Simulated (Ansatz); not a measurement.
**NbN (P6₃/mmc, No. 194, 4 atoms in the cell; start mp-999357)**

These are LDA (Ansatz, a program for electronic structure, plane waves, PAW) values and carry that method's errors.

Numerical settings: plane-wave cutoff 520 eV, 24×24×10 k mesh (along the axes of the cell as run), Fermi–Dirac smearing 0.05 eV, no spin polarisation, scalar-relativistic PAW data made under PBE.

Cell (relaxed at this level):

```
CELL_PARAMETERS angstrom
      2.88937     0.00000     0.00000
     -1.44468     2.50227     0.00000
      0.00000     0.00000     5.78135
ATOMIC_POSITIONS crystal
  Nb 0.00000 0.00000 0.50000
  Nb 0.00000 0.00000 0.00000
  N  0.66667 0.33333 0.25000
  N  0.33333 0.66667 0.75000
```

* **bulk modulus**: 344 GPa

Note: the run has no spin polarisation, so it can have missed a magnetic state; the bulk modulus is −V dP/dV from two relaxed cells at ±2 % in volume; the relaxation could not lower the start's symmetry, so the cell can be a saddle point above a distorted one.

Static lattice: no zero-point or thermal effects.

The result took very roughly 2.0 core-minutes.

A start named mp-… is a Materials Project structure, which need not be a measured phase.
